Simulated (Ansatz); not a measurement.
Results of PBEsol (Ansatz, an electronic-structure program, plane waves, PAW) for MoP (model structure, started from the CsCl type, Pm-3m, No. 221, 2 atoms in the cell).

Run with plane-wave cutoff 520 eV, 18×18×18 k mesh, Fermi–Dirac smearing 0.05 eV, no spin polarisation, scalar-relativistic PAW data made under PBE.

Cell (relaxed at this level):

```cif
data_MoP
_chemical_formula_sum 'Mo1 P1'
_space_group_name_H-M_alt 'P 1'
_space_group_IT_number 1
_cell_length_a 2.97446
_cell_length_b 2.97446
_cell_length_c 2.97446
_cell_angle_alpha 90.000
_cell_angle_beta 90.000
_cell_angle_gamma 90.000
loop_
_space_group_symop_operation_xyz
  'x, y, z'
loop_
_atom_site_label
_atom_site_type_symbol
_atom_site_fract_x
_atom_site_fract_y
_atom_site_fract_z
_atom_site_occupancy
Mo1 Mo 0.00000 0.00000 0.00000 1
P1 P 0.50000 0.50000 0.50000 1
```

Task: What does this level give for the bulk modulus B0?

Result: 
* **bulk modulus B0**: 256 GPa

Note: the run has no spin polarisation, so it can have missed a magnetic state; the bulk modulus is −V dP/dV from two relaxed cells at ±2 % in volume; the relaxation could raise the start's symmetry but not lower it, so the cell can be a saddle point.

Static lattice: no zero-point or thermal effects.

A model structure was made by putting elements into a prototype or built by hand; it is no filed structure, need not be a known phase, and can be a saddle point held by its symmetry.
